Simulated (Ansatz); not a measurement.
# 2 layers of BAs-ML, started at parallel, no shift (facing As atop As and B atop B, which symmetry holds and which is mostly a maximum against sliding; BAs-ML a predicted or substrate-bound sheet, here free)

Methods: PBE+D3(BJ) (plane waves to 420 eV, PAW; Ansatz, a first-principles code); r2SCAN (plane waves to 500 eV, PAW; Ansatz); PBE+D3(BJ) with spin-orbit coupling (plane waves to 420 eV, PAW; Ansatz); HSE06 (plane waves to 420 eV, PAW; Ansatz). Geometries and values that name no level are of the first. Values not marked SOC have no spin–orbit coupling; PBE gaps are too small against experiment. Its k-point mesh 12×12×1, Fermi–Dirac width 0.01 eV. HSE06 ran on meshes of its own (9×9×1); its edges and gaps are taken over the mesh and over extra points off it, mostly where PBE has its edges. A dipole correction is on.

```
Property                                                                             Result
-------------------------------------------------------------------------  ----------------
gap between facing atomic planes                                                     4.15 Å
step of the vacuum level across the stack (top less bottom)                         0.00 eV
interaction energy of the frozen layers                                        -12.5 meV/Å²
interaction energy without the D3 term at this geometry                         +3.0 meV/Å²
interaction energy at r2SCAN, without a dispersion term, at this geometry       -1.4 meV/Å²
r2SCAN gap over the mesh and listed points off it                                   0.33 eV
PBE gap over the mesh and listed points off it                              0.14 eV, direct
valence and conduction edges under the vacuum level of the lower face      4.58 and 4.44 eV
HSE06 gap at the same geometry                                                      0.46 eV
PBE+SOC gap at the same geometry                                                    0.14 eV
```

```
CELL_PARAMETERS angstrom
      3.37504     0.00000     0.00000
     -1.68752     2.92287     0.00000
      0.00000     0.00000    21.35000
ATOMIC_POSITIONS crystal
  B  0.33333 0.66667 0.40226
  As 0.66667 0.33333 0.40280
  B  0.33333 0.66667 0.59774
  As 0.66667 0.33333 0.59720
```
